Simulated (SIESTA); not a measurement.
Input and output of a self-consistent single point for Ta (Im-3m, 1 atom in the cell) (SIESTA).

Computed with GGA PBE, numerical atomic orbitals DZP, PseudoDojo PBE standard norm-conserving potentials (rewritten from UPF to PSML) (SIESTA).

The change in words: lattice scaled by 0.98. Reference geometry:
```
CELL_PARAMETERS angstrom
     -1.67793     1.67793     1.67793
      1.67793    -1.67793     1.67793
      1.67793     1.67793    -1.67793
ATOMIC_POSITIONS crystal
  Ta 0.00000 0.00000 0.00000
```

Reference input (self-consistent single point, DFT, GGA PBE, numerical atomic orbitals DZP, PseudoDojo PBE standard norm-conserving potentials (rewritten from UPF to PSML)): XC.functional = GGA; XC.authors = PBE; potentials = PseudoDojo PBE standard; PAO.BasisSize = DZP; PAO.EnergyShift = 0.01 Ry; MeshCutoff = 350 Ry; kgrid.MonkhorstPack = 18 18 18; OccupationFunction = FD; ElectronicTemperature = 0.136 eV; MaxSCFIterations = 150; SCF.Mixer.Method = Pulay; SCF.Mixer.Weight = 0.1. This run's input differs from it in these lines:

```diff
@@ -11,5 +11,5 @@
 %block LatticeVectors
-    -1.677934000    1.677934000    1.677934000
-     1.677934000   -1.677934000    1.677934000
-     1.677934000    1.677934000   -1.677934000
+    -1.644375000    1.644375000    1.644375000
+     1.644375000   -1.644375000    1.644375000
+     1.644375000    1.644375000   -1.644375000
 %endblock LatticeVectors
```

Output (repeated stretches shortened):

```
        iscf     Eharris(eV)        E_KS(eV)     FreeEng(eV)     dDmax    Ef(eV) dHmax(eV)
   scf:    1    -1769.199440    -1770.256519    -1770.326712  0.864063 -2.868359  5.042619
   scf:    2    -1770.528826    -1770.394596    -1770.465864  0.037758 -2.965270  4.289443
   scf:    3    -1770.980510    -1770.751751    -1770.828459  0.177512 -3.542009  0.022889
   scf:    4    -1770.752207    -1770.752018    -1770.828593  0.004354 -3.531824  0.072203
   scf:    5    -1770.752173    -1770.752100    -1770.828689  0.007125 -3.545661  0.009760
   scf:    6    -1770.752062    -1770.752082    -1770.828690  0.000912 -3.549298  0.003003
mix: Pulay -- inversion failed, > SVD [rank/size] 3 / 5
   scf:    7    -1770.752092    -1770.752087    -1770.828690  0.000152 -3.548763  0.000353
mix: Pulay -- inversion failed, > SVD [rank/size] 3 / 6
   scf:    8    -1770.752088    -1770.752087    -1770.828690  0.000025 -3.548674  0.000061
SCF Convergence by DM+H criterion
max |DM_out - DM_in|         :     0.0000245346
max |H_out - H_in|      (eV) :     0.0000610111
SCF cycle converged after 8 iterations

Using DM_out to compute the final energy and forces

siesta: E_KS(eV) =            -1770.7521

siesta: E_KS - E_eggbox =     -1770.7521

siesta: Atomic forces (eV/Ang):
     1    0.000000    0.000000    0.000000
   Tot    0.000000    0.000000    0.000000
   Max    0.000000
   Res    0.000000    sqrt( Sum f_i^2 / 3N )
   Max    0.000000    constrained

Stress tensor Voigt[x,y,z,yz,xz,xy] (kbar):      -37.02      -37.02      -37.02        0.04        0.04        0.04
(Free)E + p*V (eV/cell)    -1770.4177
Target enthalpy (eV/cell)    -1770.8287

siesta: Program's energy decomposition (eV):
siesta: FreeEng =     -1770.828690

siesta: Stress tensor (static) (eV/Ang**3):
siesta:    -0.023108    0.000024    0.000024
siesta:     0.000024   -0.023108    0.000024
siesta:     0.000024    0.000024   -0.023108

siesta: Cell volume =         17.785357 Ang**3

siesta: Pressure (static):
siesta:                Solid            Molecule  Units
siesta:           0.00025168          0.00025168  Ry/Bohr**3
siesta:           0.02310790          0.02310790  eV/Ang**3
siesta:          37.02294376         37.02294376  kBar
```

The run converged in 8 iterations. Against the reference run the free energy drops by 17.7 meV/atom and the pressure goes from -8.21 to 3.70 GPa.

The starting cell comes from a database of computed structures (which also holds hypothetical and non-ambient phases and stackings), without a prior relaxation at this level. Its lattice was rescaled by a random factor within 2.5 % of one. For this run, on top of that: lattice scaled by 0.98. Spin polarisation is off. Values carry the incompleteness of an atom-centred basis. With a pressure of about 4 GPa the cell is away from its equilibrium volume at this level.

Cost on one core of a shared machine: roughly 90 s.
